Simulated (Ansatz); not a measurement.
Partial pair distribution functions of a relaxed model of amorphous Zr₂₀O₄₃Ga₂, broadened by 0.06 Å; density 5.34 g/cm³. Method: PBE, scalar-relativistic without spin-orbit coupling (plane waves to 420 eV, PAW; Ansatz, a quantum-chemistry and plane-wave program).

Preparation: random packing, a CHGNet melt and quench, and a DFT relaxation. O atoms were pushed apart under 1.9 Å during the dynamics, to hinder bonds among them. The hot cell started wider than the set density and was brought back towards it in steps. It is the lowest in DFT energy of 2 quenches. It is a model cell: composition and starting density were chosen by hand, and all elements were melted together. No dispersion term was used. Its density started from a set value of 5.29 and ended at 5.34 g/cm³. Cooling (nominally 300 K/ps over its main leg) ran many orders faster than in experiment, which tends to leave more defects and strain. Values belong to this one cell and scatter from quench to quench. Volume and shape were free in the relaxation.

| r (Å) | g Zr-O | g O-Ga | g Zr-Zr | g O-O |
|---|---|---|---|---|
| 1.65 | 0.00 | 0.01 | 0.00 | 0.00 |
| 1.75 | 0.00 | 1.01 | 0.00 | 0.00 |
| 1.85 | 0.13 | 7.31 | 0.00 | 0.00 |
| 1.95 | 1.79 | 6.89 | 0.00 | 0.00 |
| 2.05 | 6.20 | 2.65 | 0.00 | 0.00 |
| 2.15 | 6.73 | 0.66 | 0.00 | 0.00 |
| 2.25 | 3.93 | 0.02 | 0.00 | 0.00 |
| 2.35 | 1.64 | 0.00 | 0.00 | 0.05 |
| 2.45 | 0.61 | 0.21 | 0.00 | 0.50 |
| 2.55 | 0.33 | 0.78 | 0.00 | 1.88 |
| 2.65 | 0.17 | 0.18 | 0.00 | 3.07 |
| 2.75 | 0.08 | 0.00 | 0.00 | 2.43 |
| 2.85 | 0.11 | 0.00 | 0.00 | 2.03 |
| 2.95 | 0.12 | 0.16 | 0.12 | 2.11 |
| 3.05 | 0.09 | 0.58 | 0.28 | 1.85 |
| 3.15 | 0.11 | 0.52 | 0.96 | 1.24 |
| 3.25 | 0.22 | 0.43 | 1.99 | 0.81 |
| 3.35 | 0.29 | 1.04 | 2.90 | 0.92 |
| 3.45 | 0.41 | 0.78 | 3.39 | 1.11 |
| 3.55 | 0.39 | 0.39 | 2.85 | 0.66 |
| 3.65 | 0.60 | 1.39 | 1.52 | 0.57 |
| 3.75 | 0.86 | 1.43 | 1.30 | 0.67 |
| 3.85 | 1.02 | 2.47 | 2.09 | 0.79 |
| 3.95 | 1.19 | 2.07 | 2.14 | 0.95 |
| 4.05 | 1.20 | 1.51 | 1.17 | 1.04 |
| 4.15 | 1.34 | 1.24 | 0.95 | 1.21 |
| 4.25 | 1.35 | 1.06 | 0.68 | 0.88 |
| 4.35 | 1.30 | 1.29 | 0.42 | 0.61 |
| 4.45 | 1.67 | 1.21 | 0.39 | 0.69 |

Within 2.70 Å each Zr has 6.60 O neighbours on average.
